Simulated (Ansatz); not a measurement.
Defect: Ti-vacancy pair (Ti on one host Al site, one Al site vacant) in fcc Al, neutral cell. Level of theory: PBE, PAW (plane waves to 420 eV; Ansatz, a quantum-chemistry and plane-wave program).

32-site cell at the relaxed PBE lattice, a 4×4×4 k-point mesh shifted by half a step, smearing 0.10 eV, spin-restricted, no finite-size correction. Energies are static. Forms of the defect that were not tried may lie lower.

Barriers: single points on a 6×6×6 k-point mesh shifted by half a step at the bands' geometries.

Relaxed starting cell (atoms counted from 1):

```
CELL_PARAMETERS angstrom
      8.08392     0.00000     0.00000
      0.00000     8.08392     0.00000
      0.00000     0.00000     8.08392
ATOMIC_POSITIONS crystal
  Ti 0.99966 0.00015 0.99945
  Al 0.99951 0.00002 0.49934
  Al 0.99950 0.50017 0.49929
  Al 0.49943 0.00009 0.99938
  Al 0.49954 0.00016 0.49935
  Al 0.49980 0.50011 0.99932
  Al 0.49945 0.50010 0.49938
  Al 0.99967 0.25245 0.24428
  Al 0.99970 0.25242 0.75459
  Al 0.99960 0.74775 0.24421
  Al 0.99980 0.74786 0.75458
  Al 0.49951 0.24930 0.24819
  Al 0.49964 0.24913 0.75049
  Al 0.49970 0.75102 0.24827
  Al 0.49964 0.75098 0.75060
  Al 0.24765 0.00004 0.24753
  Al 0.24770 0.00018 0.75134
  Al 0.24704 0.50023 0.24678
  Al 0.24711 0.50013 0.75211
  Al 0.75158 0.00023 0.24741
  Al 0.75164 0.00004 0.75148
  Al 0.75212 0.50007 0.24685
  Al 0.75237 0.50023 0.75187
  Al 0.24440 0.25251 0.99942
  Al 0.24827 0.24938 0.49936
  Al 0.24443 0.74774 0.99944
  Al 0.24846 0.75102 0.49941
  Al 0.75483 0.25245 0.99936
  Al 0.75065 0.24916 0.49945
  Al 0.75482 0.74787 0.99940
  Al 0.75080 0.75108 0.49943
```

End state 1 differs by these moves (Å; atoms that move under 0.08 Å are left out):

| atom | element | Δx | Δy | Δz |
|---|---|---|---|---|
| 22 | Al | 1.96 | 0.00 | -1.96 |

**Question.** What forward and backward barriers to end state 1 does PBE, PAW give?

**Answer.** forward 0.70 eV, backward 0.49 eV; at the saddle point atom 22 has neighbours 4 Al at 2.62, 2 Al at 3.09, Al at 3.14, Al at 3.16 Å. The program found a first-order saddle point.
